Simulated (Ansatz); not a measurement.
Consider TiB2 (space group P6/mmm, No. 191).

```xyz
3
Lattice="3.0174 0.0000 0.0000 -1.5087 2.6131 0.0000 0.0000 0.0000 3.1851" Properties=species:S:1:pos:R:3 pbc="T T T"
Ti     0.0000     0.0000     0.0000
B      0.0000     1.7421     1.5925
B      1.5087     0.8710     1.5925
```

Levels (all Ansatz, a first-principles code, PAW): PBEsol (420 eV, no spin-orbit coupling); r2SCAN (500 eV, without spin-orbit coupling).

The geometry is relaxed with PBEsol.

```
Item              Result
---------------  -------
PBEsol pressure  0.0 GPa
```

### Question
How does going to r2SCAN change the pressure?

### Answer
The pressure goes from zero to 4.1 GPa.

Single points use the geometry relaxed with PBEsol. Their cutoffs differ, which shifts pressures a little. The mesh was chosen for an insulator and is coarse for the gapless case. Stability against distortions was not tested. The final runs are not spin-polarised.
